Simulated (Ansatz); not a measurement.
**A15 Nb3Sn (cubic form, which distorts at low temperature): properties by level of theory**

Reference values: lattice constant a 5.289 Å (measured, temperature not stated, not corrected to a static lattice; as tabulated in Priinits et al. (2024), arXiv:2406.00817); bulk modulus 165 GPa (measured, 4 K, zero-point motion not removed; as tabulated in Lu and Klein (1997), arXiv:cond-mat/9704251).

```json
[
 {"level (code)": "BLYP (Ansatz)", "lattice constant a (Å)": "?", "bulk modulus B0 (GPa)": "?"},
 {"level (code)": "PBE (Ansatz)", "lattice constant a (Å)": "5.319", "bulk modulus B0 (GPa)": "162"},
 {"level (code)": "PBEsol+SOC (Ansatz)", "lattice constant a (Å)": "5.258", "bulk modulus B0 (GPa)": "?"},
 {"level (code)": "revPBE (Ansatz)", "lattice constant a (Å)": "?", "bulk modulus B0 (GPa)": "156"},
 {"level (code)": "PBEsol-D3(BJ) (Ansatz)", "lattice constant a (Å)": "5.197", "bulk modulus B0 (GPa)": "190"},
 {"level (code)": "r²SCAN (Ansatz)", "lattice constant a (Å)": "?", "bulk modulus B0 (GPa)": "170"}
]
```

What belongs in the gaps?


- BLYP (Ansatz, a program for electronic structure), lattice constant a (Å): 5.393
- BLYP (Ansatz), bulk modulus B0 (GPa): 145
- PBEsol+SOC (Ansatz), bulk modulus B0 (GPa): 176
- revPBE (Ansatz), lattice constant a (Å): 5.342
- r²SCAN (Ansatz), lattice constant a (Å): 5.304

Differences from the reference values (errors of the level alone only where the reference is corrected to a static lattice):

```tsv
level	lattice constant a (%)	bulk modulus (%)
BLYP	+1.97	-12.1
PBE	+0.57	-1.8
PBEsol+SOC	-0.59	+6.7
revPBE	+1.00	-5.5
PBEsol-D3(BJ)	-1.74	+15.2
r²SCAN	+0.28	+3.0
```

Nearest: lattice constant a, not ranked (reference at room or unstated temperature); bulk modulus, not ranked (one source).

Caveats: symmetry holds this phase in the static calculation, where it need not be a minimum (BLYP, PBE, PBEsol+SOC, revPBE, PBEsol-D3(BJ), r²SCAN). Ansatz's density-functional and Hartree–Fock values are scalar-relativistic unless marked +SOC, with PAW data made under PBE.

Differences are worked out from the printed values.
